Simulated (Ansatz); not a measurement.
## Pt₃Ge (model structure, started from the D03 type, Fm-3m, No. 225, 4 atoms in the cell): properties by level of theory

```
level (code)         lattice constant a (Å)  enthalpy of formation (eV/atom)
-------------------  ----------------------  -------------------------------
PBE (Ansatz)                          6.328                           -0.082
PBEsol (Ansatz)                       6.242                           -0.096
PBE-D3(BJ) (Ansatz)                   6.256                           -0.101
```

Ansatz's density-functional and Hartree–Fock values are scalar-relativistic unless marked +SOC, with PAW data made under PBE.

A model structure was made by putting elements into a prototype or built by hand; it is no filed structure, need not be a known phase, and can be a saddle point held by its symmetry.

Ansatz is a quantum-chemistry and plane-wave program.
